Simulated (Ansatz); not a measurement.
GaP (model structure, started from the PtS type, P4₂/mmc, No. 131, 4 atoms in the cell): lattice parameter c by level of theory

No measured value is used here.

| level (code) | value (Å) |
|---|---|
| PBE (Ansatz) | … |
| PBEsol (Ansatz) | 6.478 |
| PBE-D3(BJ) (Ansatz) | 6.529 |

Task: Fill in the missing entries.

Result: 
- PBE (Ansatz, a program for electronic structure), value (Å): 6.497

Ansatz's density-functional and Hartree–Fock values are scalar-relativistic unless marked +SOC, with PAW data made under PBE.

A model structure was made by putting elements into a prototype or built by hand; it is no filed structure, need not be a known phase, and can be a saddle point held by its symmetry.
